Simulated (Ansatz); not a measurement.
Consider AlRu in the CsCl type structure (space group Pm-3m, No. 221; a = 2.983 Å; relaxed with 0.1 eV smearing).

All numbers come from r2SCAN (Ansatz, a program for electronic structure; PAW; 500 eV plane waves; scalar-relativistic without spin-orbit coupling).

For the base:

```
Quantity   Result
--------  -------
Pressure  0.0 GPa
```

Perturbation: every lattice vector is stretched by 0.75 %; the atoms relax in the strained cell.

### Question
How does this affect the energy relative to the base and pressure?

### Answer
The energy increases by 4.5 meV/atom; the pressure goes from zero to -4.7 GPa.

Stability against distortions was not tested. The final runs are not spin-polarised.
